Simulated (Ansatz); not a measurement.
NaIO3 (Pnma, No. 62)

The numbers are results of r²SCAN+rVV10 in Ansatz (PAW), not measurements.

Settings: plane-wave cutoff 500 eV, 6×6×8 k mesh (along the axes of the cell as run), Fermi–Dirac smearing 0.05 eV, scalar-relativistic PAW data made under PBE.

Cell: relaxed at this level.

```yaml
volume_per_atom: 14.30 Å³/atom
band_gap: 4.14 eV (on the SCF k mesh)
```

Note: the relaxation could not lower the start's symmetry, so the cell can be a saddle point above a distorted one.

Spin–orbit coupling is not included.

Static lattice: no zero-point or thermal effects.

Ansatz is a quantum-chemistry and plane-wave program.
